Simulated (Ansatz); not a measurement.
Input and output of a self-consistent single point for GaP (F-43m, 2 atoms in the cell) (Ansatz, an electronic-structure program).

Method of the run: LDA (PW92), default PAW files made with PBE (plane waves; Ansatz).

```
CELL_PARAMETERS angstrom
      0.00000     2.72500     2.72500
      2.72500     0.00000     2.72500
      2.72500     2.72500     0.00000
ATOMIC_POSITIONS crystal
  Ga 0.00000 0.00000 0.00000
  P  0.25000 0.25000 0.25000
```

Reference input (self-consistent single point, DFT, PBE, plane waves, default PAW files): basis.ecutwfc = 420 eV; kpoints.mp_grid.grid = 5 5 5; hamiltonian.xc = pbe; hamiltonian.pseudopotentials = {kind: paw} (the program's default PAW files); scf.occupations.method = fermi_dirac; scf.occupations.width = 0.01 eV. This run's input differs from it in these lines:

Ansatz 0.2 input:
```diff
@@ -14,3 +14,3 @@
 hamiltonian:
-  xc: pbe
+  xc: lda
   pseudopotentials: { kind: paw }
```

Output, abridged:

```
SCF iter   1: F=—  HF=-4433.711036 eV  |F-HF|=—  |Δ(HF+E_count)|=         —  Δρ=5.51e-3  dr2=1.18e-2  ethr=1.77e-3  ⟨swp⟩=6.3  Hψ=868  notcnv=0
all-band conjugate gradients solve this SCF's bands
preconditioner: auto → none
SCF iter   2: F=—  HF=-4433.706701 eV  |F-HF|=—  |Δ(HF+E_count)|=   4.33e-3  Δρ=2.76e-3  dr2=1.32e-3  ethr=6.57e-5  ⟨swp⟩=3.2  Hψ=308  notcnv=0
SCF iter   3: F=—  HF=-4433.706347 eV  |F-HF|=—  |Δ(HF+E_count)|=   3.54e-4  Δρ=8.69e-4  dr2=2.35e-4  ethr=7.33e-6  ⟨swp⟩=2.7  Hψ=273  notcnv=0
SCF iter   4: F=—  HF=-4433.706257 eV  |F-HF|=—  |Δ(HF+E_count)|=   9.04e-5  Δρ=3.07e-4  dr2=1.75e-5  ethr=1.30e-6  ⟨swp⟩=2.0  Hψ=260  notcnv=0
SCF iter   5: F=—  HF=-4433.706256 eV  |F-HF|=—  |Δ(HF+E_count)|=   9.72e-7  Δρ=1.76e-5  dr2=9.55e-8  ethr=9.71e-8  ⟨swp⟩=2.8  Hψ=220  notcnv=0
SCF iter   6: F=-4433.706256 eV  HF=-4433.706256 eV  |F-HF|=3.16e-9  |Δ(HF+E_count)|=   9.59e-9  Δρ=3.67e-6  dr2=5.22e-9  ethr=5.30e-10  ⟨swp⟩=3.8  Hψ=679  notcnv=0
SCF 1 converged in 6 iterations: F = -4433.706256 eV  dr2 = 5.22e-9
Free energy (F): -4433.706256 eV
Internal energy: -4433.706256 eV  (E = F + TS)
E sigma→0 (E₀):  -4433.706256 eV
Fermi energy:    7.578277 eV
--- Forces (eV/Å), atoms counted from 1 ---
  atom   1  Ga     0.00000000    -0.00000000     0.00000000
  atom   2  P     -0.00000000     0.00000000     0.00000000
--- Stress (GPa, compression-positive) ---
       -2.631281       0.000000      -0.000000
        0.000000      -2.631281       0.000000
       -0.000000       0.000000      -2.631281
  P = ⅓ Tr σ = -2.6313 GPa (-26.313 kbar)
  The stress holds the Pulay correction. Without it, at fixed plane waves, as pw.x and ABINIT print it: P = -2.6764 GPa
```

The run converged in 6 iterations. Against the reference run the pressure goes from 2.64 to -2.63 GPa and the gap on the mesh goes from 1.595 to 1.437 eV.

The starting cell has typed, rounded lattice constants, without a prior relaxation at this level. Ansatz's pressure includes its estimate of the finite-basis (Pulay) stress.
